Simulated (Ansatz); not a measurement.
ZrRu (model structure, Fm-3m, No. 225, 2 atoms in the cell) was calculated with PBEsol (plane waves, PAW; Ansatz, a quantum-chemistry and plane-wave program).

Input:

Ansatz 0.2 input:
```yaml
crystal:
  lattice:
    - [0.0, 2.626193513, 2.626193513]
    - [2.626193513, 0.0, 2.626193513]
    - [2.626193513, 2.626193513, 0.0]
  atoms:
    - { symbol: Ru, position: [0.0, 0.0, 0.0] }
    - { symbol: Zr, position: [0.5, 0.5, 0.5] }
basis:
  ecutwfc: 520
  ecutrho_ratio: 4
  xc_grid: 2
kpoints:
  mp_grid: { grid: [18, 18, 18] }
hamiltonian:
  xc: pbesol
  dispersion: none
  pseudopotentials: { kind: paw }
scf:
  occupations: { method: fermi_dirac, width: 0.05 }
output:
  forces: true
  stress: true
  eigenvalues: true
relax:
  f_tol: 0.004
  escape_saddle: false
  max_steps: 80
```

Output (set-up and result lines):

```
WARN output.stress: scf.convergence.dr2_threshold = 1e-7 eV (the SCF's general default) is looser than the 2e-10 eV advised for a printed stress (1e-10 eV for …
Relaxation: its limit of steps is 80 (relax.max_steps)
Crystal: 2 atoms, lattice volume = 36.225 Å³
Basis set: ecut = 520 eV, 941 PW (Γ), exchange–correlation on 60×60×60 points (8 copies of the dense FFT grid, shifted against one another)
Bands: 18, of which v1, the nominal top of the filled ones, is band 14 counted from 1 (13 counted from 0)
Symmetry: 48 space group operations
Space group: Fm-3m (ITA 225), of the structure as read, at distance tolerance 3.3e-5 Å
k-points: 195 of 5832
Functional: x = pbesol(κ = 0.804, μ = 0.12345679012345678), c = pbesol(β = 0.046)
SCF iter   1: F=—  HF=-9944.957771 eV  |F-HF|=—  |Δ(HF+E_count)|=         —  Δρ=1.40e-2  dr2=1.10e-1
SCF iter   2: F=—  HF=-9944.947936 eV  |F-HF|=—  |Δ(HF+E_count)|=   9.83e-3  Δρ=6.58e-3  dr2=2.58e-2
  ...
SCF iter   6: F=—  HF=-9944.945078 eV  |F-HF|=—  |Δ(HF+E_count)|=   1.85e-7  Δρ=2.10e-5  dr2=2.77e-7
SCF iter   7: F=-9944.945078 eV  HF=-9944.945078 eV  |F-HF|=2.07e-8  |Δ(HF+E_count)|=   2.83e-8  Δρ=6.32e-6  dr2=2.45e-8
SCF 1 converged in 7 iterations: F = -9944.945078 eV  dr2 = 2.45e-8
SCF converged after 7 iterations
Free energy (F): -9944.945078 eV
Internal energy: -9944.936804 eV  (E = F + TS)
E sigma→0 (E₀):  -9944.940941 eV
Fermi energy:    17.067733 eV
--- Stress (GPa, compression-positive) ---
        3.231185      -0.000000       0.000000
       -0.000000       3.231185       0.000000
       -0.000000       0.000000       3.231185
  P = ⅓ Tr σ = 3.2312 GPa (32.312 kbar)
```

The cell is one volume of an energy–volume scan, off the minimum.

The PAW data were made under PBE.

Note: the run has no spin polarisation, so it can have missed a magnetic state. Note: the relaxation could raise the start's symmetry but not lower it, so the cell can be a saddle point.

A model structure was made by putting elements into a prototype or built by hand; it is no filed structure, need not be a known phase, and can be a saddle point held by its symmetry.
